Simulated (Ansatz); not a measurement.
Functionals compared on the (10-10) surface of 6H silicon carbide in its 1x1 cell (cut with top plane 2 C + 2 Si, bottom plane 2 C + 2 Si), relaxed from an ideal cut (the real face may reconstruct), outermost plane spacing 0.89 Å in the ideal cut, in Ansatz (plane waves, PAW). The structure was relaxed with PBE; the other rows are single points on it, each with its references at the same level. Cutoff 420 eV (500 eV for r2SCAN).

Set-up: 52 atoms, C26Si26, 10.7 Å thick at the start; mesh 8x2x1; 0.025 eV smearing; dipole correction on; all atoms relaxed; held to the start's symmetry, so lower structures may exist; no spin (no spin-polarised run to compare, though such a face may carry moments), no spin-orbit, no U. The slab shows no gap on its mesh. These notes are the PBE run's.

```csv
functional,surface energy (J/m²),work function of the top face (eV),ionisation potential (eV),rough cost of the single point
PBE,3.84,5.25,6.16,–
LDA,4.20,5.48,6.38,very roughly 2.1 core-minutes
PBEsol,4.06,5.29,6.18,about 2.1 core-minutes (a rough figure)
RPBE,3.66,5.15,6.07,about 2.0 core-minutes (a rough figure)
r2SCAN,4.18,5.36,6.40,about 4 core-minutes (a rough figure)
```

Ansatz is a first-principles code.
